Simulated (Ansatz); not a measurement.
Results of PBEsol (PAW; Ansatz, a quantum-chemistry and plane-wave program) for HfO₂ (within 0.1 Å of P-42₁m, No. 113, 12 atoms in the cell; start mp-1224381; a measured phase of this formula has another space group).

Input file:

Ansatz 0.2 input:
```yaml
crystal:
  lattice:
    - [5.1313941251, 0.0, 0.0]
    - [0.0, 5.1345551544, 0.0]
    - [0.0, 0.0, 4.8925082682]
  atoms:
    - { symbol: Hf, position: [0.2798623125, 0.2800150506, 0.7281642226] }
    - { symbol: Hf, position: [0.7201376875, 0.7199849494, 0.7281642226] }
    - { symbol: Hf, position: [0.7798623125, 0.2199849494, 0.2718357774] }
    - { symbol: Hf, position: [0.2201376875, 0.7800150506, 0.2718357774] }
    - { symbol: O, position: [0.5, 0.5, 0.4221268702] }
    - { symbol: O, position: [0.0, 0.0, 0.5778731298] }
    - { symbol: O, position: [0.5, 0.0, 0.5003779761] }
    - { symbol: O, position: [0.0, 0.5, 0.4996220239] }
    - { symbol: O, position: [0.3248434937, 0.674379162, 0.8937214571] }
    - { symbol: O, position: [0.6751565063, 0.325620838, 0.8937214571] }
    - { symbol: O, position: [0.8248434937, 0.825620838, 0.1062785429] }
    - { symbol: O, position: [0.1751565063, 0.174379162, 0.1062785429] }
basis:
  ecutwfc: 520
  ecutrho_ratio: 4
  xc_grid: 2
kpoints:
  mp_grid: { grid: [8, 8, 8] }
  band_path:
    path:
      - [0.0, 0.0, 0.0]
      - [0.1, 0.0, 0.0]
      - [0.2, 0.0, 0.0]
      - [0.3, 0.0, 0.0]
      - [0.4, 0.0, 0.0]
      - [0.5, 0.0, 0.0]
      - [0.5, 0.1, 0.0]
      - [0.5, 0.2, 0.0]
      - [0.5, 0.3, 0.0]
      - [0.5, 0.4, 0.0]
      - [0.5, 0.5, 0.0]
      - [0.4, 0.5, 0.0]
      - [0.3, 0.5, 0.0]
      - [0.2, 0.5, 0.0]
      - [0.1, 0.5, 0.0]
      - [0.0, 0.5, 0.0]
      - [0.0, 0.4, 0.0]
      - [0.0, 0.3, 0.0]
      - [0.0, 0.2, 0.0]
      - [0.0, 0.1, 0.0]
      - [0.0, 0.0, 0.083333]
      - [0.0, 0.0, 0.166667]
      - [0.0, 0.0, 0.25]
      - [0.0, 0.0, 0.333333]
      - [0.0, 0.0, 0.416667]
      - [0.0, 0.0, 0.5]
      - [0.1, 0.0, 0.5]
      - [0.2, 0.0, 0.5]
      - [0.3, 0.0, 0.5]
      - [0.4, 0.0, 0.5]
      - [0.5, 0.0, 0.5]
      - [0.5, 0.1, 0.5]
      - [0.5, 0.2, 0.5]
      - [0.5, 0.3, 0.5]
      - [0.5, 0.4, 0.5]
      - [0.5, 0.5, 0.5]
      - [0.4, 0.5, 0.5]
      - [0.3, 0.5, 0.5]
      - [0.2, 0.5, 0.5]
      - [0.1, 0.5, 0.5]
      - [0.0, 0.5, 0.5]
      - [0.0, 0.4, 0.5]
      - [0.0, 0.3, 0.5]
      - [0.0, 0.2, 0.5]
      - [0.0, 0.1, 0.5]
      - [0.5, 0.0, 0.083333]
      - [0.5, 0.0, 0.166667]
      - [0.5, 0.0, 0.25]
      - [0.5, 0.0, 0.333333]
      - [0.5, 0.0, 0.416667]
      - [0.0, 0.5, 0.083333]
      - [0.0, 0.5, 0.166667]
      - [0.0, 0.5, 0.25]
      - [0.0, 0.5, 0.333333]
      - [0.0, 0.5, 0.416667]
      - [0.5, 0.5, 0.083333]
      - [0.5, 0.5, 0.166667]
      - [0.5, 0.5, 0.25]
      - [0.5, 0.5, 0.333333]
      - [0.5, 0.5, 0.416667]
    npoints: 1
hamiltonian:
  xc: pbesol
  dispersion: none
  pseudopotentials: { kind: paw }
scf:
  occupations: { method: fermi_dirac, width: 0.01 }
  convergence: { dr2_threshold: 0.0000000012 }
output:
  forces: true
  stress: true
  eigenvalues: true
  write_bands: true
```

Excerpt of the program's output:

```
Crystal: 12 atoms, lattice volume = 128.905 Å³
Basis set: ecut = 520 eV, 3495 PW (Γ), exchange–correlation on 80×80×80 points (8 copies of the dense FFT grid, shifted against one another)
Bands: 92, of which v1, the nominal top of the filled ones, is band 76 counted from 1 (75 counted from 0)
Symmetry: 4 space group operations
Space group: P21212 (ITA 18), of the structure as read, at distance tolerance 5.1e-5 Å
k-points: 125 of 512 (time reversal used)
Functional: x = pbesol(κ = 0.804, μ = 0.12345679012345678), c = pbesol(β = 0.046)
SCF iter   1: F=—  HF=-66900.401278 eV  |F-HF|=—  |Δ(HF+E_count)|=         —  Δρ=1.82e-2  dr2=3.44e-1
SCF iter   2: F=—  HF=-66900.312875 eV  |F-HF|=—  |Δ(HF+E_count)|=   8.84e-2  Δρ=3.10e-3  dr2=4.77e-3
  ...
SCF iter  10: F=—  HF=-66900.313762 eV  |F-HF|=—  |Δ(HF+E_count)|=  2.91e-11  Δρ=1.89e-6  dr2=3.70e-9
SCF iter  11: F=-66900.313762 eV  HF=-66900.313762 eV  |F-HF|=1.16e-10  |Δ(HF+E_count)|=  7.28e-10  Δρ=4.96e-7  dr2=2.90e-10
SCF 1 converged in 11 iterations: F = -66900.313762 eV  dr2 = 2.90e-10
SCF converged after 11 iterations
Free energy (F): -66900.313762 eV
Internal energy: -66900.313762 eV  (E = F + TS)
E sigma→0 (E₀):  -66900.313762 eV
Fermi energy:    17.490238 eV
--- Forces (eV/Å), atoms counted from 1 ---
  atom   1  Hf    -0.00002319    -0.00024201    -0.00044145
  atom   2  Hf     0.00002319     0.00024201    -0.00044145
  atom   3  Hf    -0.00002319     0.00024201     0.00044145
  atom   4  Hf     0.00002319    -0.00024201     0.00044145
  atom   5  O      0.00000000     0.00000000    -0.00019729
  atom   6  O     -0.00000000     0.00000000     0.00019729
  atom   7  O     -0.00000000    -0.00000000    -0.00018993
  atom   8  O     -0.00000000     0.00000000     0.00018993
  atom   9  O      0.00037078    -0.00001035    -0.00010363
  atom  10  O     -0.00037078     0.00001035    -0.00010363
  atom  11  O      0.00037078     0.00001035     0.00010363
  atom  12  O     -0.00037078    -0.00001035     0.00010363
--- Stress (GPa, compression-positive) ---
       -0.001019       0.000000       0.000000
        0.000000      -0.001833      -0.000000
        0.000000      -0.000000       0.000096
  P = ⅓ Tr σ = -0.0009 GPa (-0.009 kbar)
```

The PAW data were made under PBE.

A start named mp-… is a Materials Project structure, which need not be a measured phase.
